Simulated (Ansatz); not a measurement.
Candidates (primitive cells; geometry: relaxed with this functional, without spin-orbit coupling):
A. Cu2As (P4/nmm), a = b = 3.751 Å, c = 5.833 Å, α = β = γ = 90.00°
B. AuSn (P6_3/mmc), a = b = 4.3362 Å, c = 5.5328 Å, α = β = 90.00°, γ = 120.00°
C. ScB₂ (P6/mmm), a = 3.1266 Å, b = 3.1266 Å, c = 3.4822 Å, α = 90.00°, β = 90.00°, γ = 120.00°
D. ScAs (Fm-3m), a = b = c = 3.8255 Å, α = β = γ = 60.00°
E. LiPd (P-6m2), a = b = 2.7416 Å, c = 4.1467 Å, α = β = 90.00°, γ = 120.00°

Order them by logarithmic mean phonon energy (lowest first) at the level PBEsol, DFPT electron-phonon coupling, linearised Boltzmann equation (Ansatz, an electronic-structure program).

B (6.7 meV), A (10.8 meV), E (16.6 meV), D (24 meV), C (55 meV)

Metals; harmonic phonons. Halving the electron mesh moves these values by up to 6 %; q meshes are mostly untested. Some of the runs warned that the eigensolver left states short of its tolerance. Spin-orbit coupling is left out.

Formula and space group known from diffraction (Crystallography Open Database), not checked to be the room-temperature form: AuSn (P6_3/mmc), Cu2As (P4/nmm), LiPd (P-6m2), ScAs (Fm-3m), ScB2 (P6/mmm). The missing spin-orbit coupling matters most for AuSn (P6_3/mmc).
